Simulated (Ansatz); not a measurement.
The parent structure is KCl in the rock salt structure (space group Fm-3m, No. 225).

```cif
data_ClK
_chemical_formula_sum 'Cl1 K1'
_space_group_name_H-M_alt 'P 1'
_space_group_IT_number 1
_cell_length_a 4.51217
_cell_length_b 4.51217
_cell_length_c 4.51217
_cell_angle_alpha 60.000
_cell_angle_beta 60.000
_cell_angle_gamma 60.000
loop_
_space_group_symop_operation_xyz
  'x, y, z'
loop_
_atom_site_label
_atom_site_type_symbol
_atom_site_fract_x
_atom_site_fract_y
_atom_site_fract_z
_atom_site_occupancy
Cl1 Cl 0.00000 0.00000 0.00000 1
K1 K 0.50000 0.50000 0.50000 1
```

The values are results of plane-wave PAW DFT at the PBE level (Ansatz, an electronic-structure program, 420 eV), no SOC, not measurements.

Base values:

The band gap is 5.05 eV, the electron mass is 0.45 mₑ (at Γ) and the gap character is direct at Γ. The volume per atom is 32.48 Å³.

It is then changed as follows: cell and atoms relaxed at a pressure of 10 GPa.

Question: Estimate the effect on the band gap, electron mass, gap character and volume per atom.

Answer: The band gap goes up by 1.09 eV, from 5.05 eV to 6.14 eV; the electron mass becomes 1.2 mₑ along k, 0.45 mₑ across (at X) (base: 0.45 mₑ (at Γ)); the gap character goes from direct at Γ to indirect, Γ → X; the volume per atom falls by 8.38 Å³ to 24.10 Å³.

Load acts through the strain it causes; cell and atoms are relaxed under it. Effective masses come from finite differences of ±0.01 Å⁻¹. Along k means along the line from Γ to the band edge. Stability against distortions was not tested. No other phases were tried under pressure.
